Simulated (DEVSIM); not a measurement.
System: abrupt GaAs p-n junction, at 300 K.

Layer 1 from the left is GaAs, thickness (μm) 2.50, Na (cm⁻³) 9.5e15, τn (s) 2.8e-9, τp (s) 2.8e-9. Layer 2 from the left is GaAs, thickness (μm) 12.0, Nd (cm⁻³) 1.5e17, τn (s) 2.8e-9, τp (s) 2.8e-9.

Left contact: ohmic. Right contact: ohmic. Voltage is applied to the left contact. Recombination: SRH at mid-gap, radiative, Auger. Mobility is constant in doping.

The device is made up for the run: typed textbook-type constants, with dimensions and the other settings drawn at random. Values at 300 K.

GaAs: gap (eV) 1.424, affinity (eV) 4.07, permittivity 12.9, Nc (cm⁻³) 4.7e17, Nv (cm⁻³) 9e18, μn (cm²/Vs) 8500, μp (cm²/Vs) 400, B (cm³/s) 2e-10, Cn (cm⁶/s) 1e-30, Cp (cm⁶/s) 1e-30.

Problem. Estimate by hand the built-in potential, the peak field at zero bias, the capacitance at -6 V, and compare with a numerical solution.

Solution. 
- Built-in potential: ni = √(Nc Nv) exp(−Eg/2kT) = 2250000 cm⁻³ with Eg = 1.424 eV; Vbi = kT/q ln(Na Nd/ni²) = 1.217 V; numerical 1.217 V.
- Peak field at zero bias: depletion approximation: W = √(2εVbi/(qN)) = 0.441 μm with N = 8.93e15 cm⁻³; field = 2Vbi/W = 55200 V/cm; numerical 54300 V/cm (estimate above by 1.7 %).
- Capacitance at -6 V: C = √(qεN / 2(Vbi + |V|)) = 10.6 nF/cm²; numerical 10.7 nF/cm².

DEVSIM, 1D drift-diffusion, Boltzmann statistics, complete ionisation; no tunnelling, impact ionisation, image-force lowering or self-heating.
